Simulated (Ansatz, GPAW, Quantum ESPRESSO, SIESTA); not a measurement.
# One structure in several programs: Y (P6_3/mmc, 2 atoms in the cell)

Self-consistent single point.

```xyz
2
Lattice="1.8250 -3.1610 0.0000 1.8250 3.1610 0.0000 0.0000 0.0000 5.7300" Properties=species:S:1:pos:R:3 pbc="T T T"
Y      1.8250     1.0537     1.4325
Y      1.8250    -1.0537     4.2975
```

Shared settings, as Ansatz (a first-principles code) writes them: kpoints.mp_grid.grid = 3 3 2; scf.occupations.method = fermi_dirac; scf.occupations.width = 0.0073 Ry. Potentials and cutoffs stand in the table.

```tsv
code	model	pressure (GPa)	cutoff
GPAW	PBE, GPAW PAW datasets PBE (gpaw-data 1.0.1)	-0.87	600 eV
Quantum ESPRESSO	PBE, PSlibrary ultrasoft (PBE) pseudopotentials	-0.88	45 Ry
SIESTA	GGA PBE, numerical atomic orbitals DZP, PseudoDojo PBE standard norm-conserving potentials (rewritten from UPF to PSML)	-2.23	grid 400 Ry
Ansatz	PBE, default PAW files	-0.83	30.9 Ry
```

The spread over the programs that give each value: pressure within 1.40 GPa.

SIESTA uses small atom-centred bases, whose incompleteness enters pressures, forces and empty levels differently from a plane-wave cutoff. Ansatz's pressure is given at a fixed set of plane waves, as the other plane-wave codes print theirs. In the pressure, SIESTA (by 1.36) lies more than 1 GPa from the median of the plane-wave programs.

On the base mesh (10 10 6) the same programs gave: Ansatz pressure -0.15 GPa; Quantum ESPRESSO pressure -0.20 GPa; GPAW pressure -0.20 GPa; SIESTA pressure -1.33 GPa.

The values differ from the base mesh's, so the mesh still matters here: the table compares the programs at equal settings.

The starting cell has typed, rounded lattice constants, without a prior relaxation at this level.

Left out of this page: ABINIT (with a known weakness of the program); Elk and FLEUR (not drawn, or without a comparable value).

Keys are those of Ansatz 0.2.
